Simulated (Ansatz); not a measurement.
Consider the following.

```xyz
6
Lattice="5.6147 0.0000 0.0000 0.0000 4.4125 0.0000 -0.0843 0.0000 7.9889" Properties=species:S:1:pos:R:3 pbc="T T T"
Se     4.6440     0.6119     7.1306
Te     4.6541     2.7633     2.9149
Te     2.8074     3.3827     0.0000
Te     2.7652     0.8981     3.9944
Te     0.8764     2.7633     5.0740
Se     0.8865     0.6119     0.8583
```

No spin polarisation.

Computed with PBE (Ansatz, a program for electronic structure), no spin-orbit coupling. Γ-centred 6×8×4 mesh, Fermi–Dirac width 0.05 eV.

Question: Predict the band gap and gap character.

Answer: Band gap: 0.18 eV
Gap character (in this cell's own zone, which can be folded): indirect, E → C₂–Y₂ (33 % along)

Each cell is one ordered arrangement of few atoms, which overstates ordering effects compared with a random alloy. With Te present, leaving out spin-orbit coupling can change the band edges. No phonon test of stability was made. The cell was made from Se by this change: x(Te) = 0.667, 6 atoms, P2. No dispersion term is included, though the crystal is made of layers, chains or molecules, so its spacings can come out too wide. The zero or small gap of Te2Se can change with the level of theory.
